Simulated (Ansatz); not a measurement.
Volume per atom (Å³/atom) of solids drawn from the class of silicides and borides, at two levels: PBE (PAW; Ansatz, a program for electronic structure), and r²SCAN (Ansatz, plane waves, PAW).

| solid | PBE | r²SCAN | shift (%) |
|---|---|---|---|
| AlB2-type HfB2 | 9.96 | 9.88 | -0.8 |
| C11b WSi2 | 13.67 | 13.42 | -1.8 |
| AlB2-type TiB2 | 8.56 | 8.51 | -0.6 |
| AlB2-type MgB2 | 9.62 | 9.54 | -0.8 |
| AlB2-type ZrB2 | 10.28 | 10.28 | 0.0 |
| C11b MoSi2 | 13.58 | 13.36 | -1.6 |

The shifts run from -1.8 % to 0.0 %, with a median of -0.8 %.

Over all 6 rows r²SCAN is the larger in 0.

Ansatz's runs of these crystals have no spin polarisation. A magnetic state wasn't tried for AlB2-type TiB2 with meta-GGA or hybrid levels, which favour moments.

Spin–orbit coupling is left out, also for the solids with elements from indium on (AlB2-type HfB2, C11b WSi2); its size isn't shown.

Ansatz's density-functional and Hartree–Fock values are scalar-relativistic unless marked +SOC, with PAW data made under PBE.
